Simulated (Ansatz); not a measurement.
The parent structure is SiS2 in the 2H-MoS2 type structure (space group P6_3/mmc, No. 194; a = 3.224 Å, c = 12.153 Å; a hypothetical phase, not in the database extracts checked; layered, stacked along the Cartesian z axis).

Method: Ansatz (a program for electronic structure), r2SCAN+rVV10, PAW, cutoff 500 eV, no spin-orbit coupling, earlier PAW set.

For the base:

The gap character is absent and the smallest direct gap is 0.69 eV. The shortest interatomic distance comes out as 2.359 Å and the band gap is zero.

Modification: a negative pressure, −1 GPa.

Question: Predict the new gap character, smallest direct gap, shortest interatomic distance and band gap.

Answer: The gap character becomes indirect, Γ → M (base: absent); the smallest direct gap grows by 0.13 eV to 0.82 eV; the shortest interatomic distance grows by 0.006 Å, from 2.359 Å to 2.365 Å; the band gap becomes 0.13 eV (base: zero).

Load acts through the strain it causes; cell and atoms are relaxed under it. No phonon test of stability was made. All final runs are without spin polarisation. Gaps under 0.05 eV, about the width of the smearing, are given as zero. A zero or small gap of SiS2 can be the functional's error rather than a property of the material.
